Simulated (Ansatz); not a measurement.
## Fermi-surface data of NbH (Cmme)

Here is the system:

```
CELL_PARAMETERS angstrom
      1.79066    -2.37639     0.00000
      1.79066     2.37639     0.00000
      0.00000     0.00000     4.78656
ATOMIC_POSITIONS crystal
  Nb 0.75000 0.25000 0.26776
  Nb 0.25000 0.75000 0.73224
  H  0.25000 0.25000 0.00000
  H  0.75000 0.75000 0.00000
```

The numbers are results of PBEsol with spin-orbit coupling, rigid bands (plane waves, PAW; Ansatz, an electronic-structure program), not measurements. Condition of this run: spin-orbit coupling switched on. How the cell was made: cell and atoms relaxed with PBEsol.

The density of states at the Fermi level comes out as 0.941 states/(eV·cell), both spins and the bare Sommerfeld coefficient is 0.55 mJ/(mol of atoms·K²). The drude plasma energy is 4.4 (x), 5.6 (y), 5.5 (z) eV. The root-mean-square Fermi velocity is 6.7e5 m/s and the resistivity times τ is 25 (x), 15.4 (y), 16.0 (z) ×10⁻²² Ω·m·s.

A metal at this level (no band gap); rigid bands, thermally averaged at 300 K, both spins. τ is one relaxation time for all states.

Computed structure with no diffraction record at hand here (it may be known, metastable or hypothetical): NbH (Cmme).
